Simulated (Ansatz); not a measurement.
Start from Al2Pt (space group Fm-3m, No. 225; a = 5.897 Å; relaxed with 0.1 eV smearing). Axes: x, y, z lie along the cube axes.

Calculations: PBEsol in Ansatz (plane waves to 420 eV, PAW, no spin-orbit coupling).

The change: tensile biaxial strain of 0.83 % in the plane normal to [111], as in epitaxy on a mismatched substrate; the out-of-plane cell vector and the atoms relax.

Estimate the effect on the out-of-plane strain.

The out-of-plane strain comes out as -0.85 %.

Predict the new energy relative to the base.

The energy increases by 1.5 meV/atom.

Stability against distortions was not tested. The final runs are not spin-polarised.

Ansatz is a first-principles code.
